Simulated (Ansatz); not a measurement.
The (10-11) surface of hcp Mg in its 1x1 cell, outermost plane spacing 0.41 Å in the ideal cut

All values below come from PBE (plane waves to 420 eV, PAW; Ansatz, a first-principles code).

Set-up: 10 atoms, 10.2 Å thick at the start (thin: gaps and levels are the slab's own); mesh 12x7x1; 0.1 eV smearing; dipole correction on; all atoms relaxed; held to the part of the start's symmetry that mesh and held atoms allow; no spin, no spin-orbit, no U.

```
Quantity                                                    Result
-----------------------------------  -----------------------------
surface energy (mean of both faces)                      0.66 J/m²
surface energy before relaxation                         0.66 J/m²
work function of the top face                              3.72 eV
energy released by relaxation                             0.006 eV
cost                                 around 4 core-minutes (rough)
```
